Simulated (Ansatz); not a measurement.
Base system: CdS in the wurtzite structure (space group P6_3mc, No. 186).

```xyz
4
Lattice="4.0741 0.0000 0.0000 -2.0371 3.5283 0.0000 0.0000 0.0000 6.6367" Properties=species:S:1:pos:R:3 pbc="T T T"
Cd     0.0000     2.3522     0.0025
Cd     2.0371     1.1761     3.3209
S      0.0000     2.3522     2.4995
S      2.0371     1.1761     5.8179
```

Cartesian axes are those of the cell as printed.

All numbers come from DFT with LDA, PAW potentials and a 420 eV plane-wave cutoff in Ansatz (a first-principles code), no spin-orbit coupling.

Perturbation: uniaxial strain ε_zz = +2.40 %, all other strain components held at zero, atoms relaxed at fixed cell.

Problem. Predict the stress tensor and what it implies for the stiffness.

Solution. Stress of the strained cell less that of the base (GPa, compression positive):
```
  -1.12    0.00    0.00
   0.00   -1.12    0.00
   0.00    0.00   -2.42
```

Then −Δσ_ii/ε with ε = 0.0240 gives secant stiffness values (nonlinear terms included at this strain): C33 ≈ 101 GPa, C13 ≈ 47 GPa and C23 ≈ 47 GPa.

As a check, the harmonic strain energy −½ V₀ Δσ:ε is 4.3 meV/atom; the computed energy rise is 4.4 meV/atom.

Whether these cells are dynamically stable was not tested.
